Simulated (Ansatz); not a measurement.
CaPb (space group P4/mmm, No. 123; a cell from a computed database, its experimental status unchecked)

```
CELL_PARAMETERS angstrom
      3.58069     0.00000     0.00000
      0.00000     3.58069     0.00000
      0.00000     0.00000     4.58793
ATOMIC_POSITIONS crystal
  Ca 0.00000 0.00000 0.00000
  Pb 0.50000 0.50000 0.50000
```

Calculations: Ansatz (a first-principles code), r2SCAN, PAW, cutoff 500 eV, without spin-orbit coupling. k-mesh 13×13×10 (Γ-centred); smearing 0.05 eV (Fermi–Dirac).

| Property | Result |
|---|---|
| Volume per atom | 29.41 Å³ |
| Density | 6.98 g/cm³ |
| Band gap | zero |
| Total energy | -6871.925 eV/atom (σ→0; compares only within this code and set-up) |

Whether these cells are dynamically stable was not tested.
